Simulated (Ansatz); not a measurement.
Base system: GaN in the wurtzite structure (space group P6_3mc, No. 186; a = 3.1831 Å, c = 5.1836 Å). Axes: x lies along a and z along c of the hexagonal cell.

Computed with r2SCAN, PAW, 500 eV (Ansatz, a quantum-chemistry and plane-wave program; scalar-relativistic without spin-orbit coupling).

Now apply this change: the cell is scaled by 1.0147 in all directions; the atoms relax in the strained cell.

**Question.** Predict the stress tensor and what it implies for the stiffness.

**Answer.** Stress of the strained cell less that of the base (GPa, compression positive):
```
  -7.85    0.00    0.00
   0.00   -7.85    0.00
   0.00    0.00   -7.80
```

Then B = −ΔP/(ΔV/V₀) with ΔV/V₀ = 0.0448 gives secant stiffness values (nonlinear terms included at this strain): B (at held cell shape, above the free-shape value) ≈ 175 GPa.

As a check, the harmonic strain energy −½ V₀ Δσ:ε is 12 meV/atom; the computed energy rise is 13 meV/atom.

Whether these cells are dynamically stable was not tested.
